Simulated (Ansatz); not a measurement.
```xyz
2
Lattice="0.0000 2.2459 2.3458 2.2459 0.0000 2.3458 2.2459 2.2459 0.0000" Properties=species:S:1:pos:R:3 pbc="T T T"
B      0.0000     0.0000     0.0000
P      1.1229     1.1229     1.1729
```

Level of theory: HSE06, rigid bands (plane waves, PAW, scalar-relativistic; Ansatz, an electronic-structure program). Condition of this run: uniaxial stress along [001] of -12 GPa (compression positive) (the target of the relaxation). Geometry: cell and atoms relaxed with PBEsol, then loaded as said.

Problem. Predict the hole conductivity mass (n e² τ/σ) at 300 K, by direction if it differs.

Solution. 0.31 (x), 0.31 (y), 0.27 (z) mₑ.

Problem. Predict the electron conductivity mass (n e² τ/σ) at 300 K, by direction if it differs.

Solution. 0.38 (x), 0.38 (y), 0.23 (z) mₑ.

Problem. And the band gap?

Solution. 1.64 eV at this level.

Rigid bands, one relaxation time for all states, no polarons. Spin-orbit coupling is left out; where it splits the top of the valence band it changes the hole mass and lowers the gap by about a third of the splitting. Geometry: cell and atoms relaxed with PBEsol.
